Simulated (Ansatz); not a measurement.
# Hypothetical P6_3/mmc HgI2: carrier doping

Consider HgI$_{2}$ (space group P6_3/mmc, No. 194; a hypothetical phase, not in the database extracts checked).

```
CELL_PARAMETERS angstrom
      4.16611     0.00000     0.00000
     -2.08305     3.60795     0.00000
      0.00000     0.00000    14.18333
ATOMIC_POSITIONS crystal
  Hg 0.33333 0.66667 0.25000
  Hg 0.66667 0.33333 0.75000
  I  0.33333 0.66667 0.61514
  I  0.66667 0.33333 0.11514
  I  0.66667 0.33333 0.38486
  I  0.33333 0.66667 0.88486
```

Carriers are added at fixed cell with a uniform background; the Fermi–Dirac width is that of 300 K.

Calculations: PBE-D3(BJ)/PAW in Ansatz (an electronic-structure program), scalar-relativistic without spin-orbit coupling.

Notes on the quantities. Fermi level from band edge: Fermi level relative to the doped band's edge (positive inside the band; to 0.05 eV).

```csv
change,Fermi level from band edge,largest internal atomic displacement,gap between the host's bands
undoped,–,–,0.34 eV
electrons 2.0×10^21 cm⁻³,+0.60 eV,0.047 Å,0.21 eV
electrons 3.0×10^21 cm⁻³,+0.70 eV,0.072 Å,0.13 eV
electrons 5.0×10^21 cm⁻³,–,0.121 Å,zero
holes 2.0×10^21 cm⁻³,+0.10 eV,–,0.44 eV
holes 3.0×10^21 cm⁻³,+0.15 eV,0.010 Å,0.49 eV
holes 5.0×10^21 cm⁻³,+0.20 eV,0.016 Å,0.57 eV
```

Carriers are added with a uniform compensating background; total energy and stress of such cells depend on the potential's zero and are not compared; many-body gap narrowing is missing at this level. Spin-orbit coupling, missing from the scalar runs, can matter with Hg and I. Stability against distortions was not tested. The final runs are not spin-polarised.
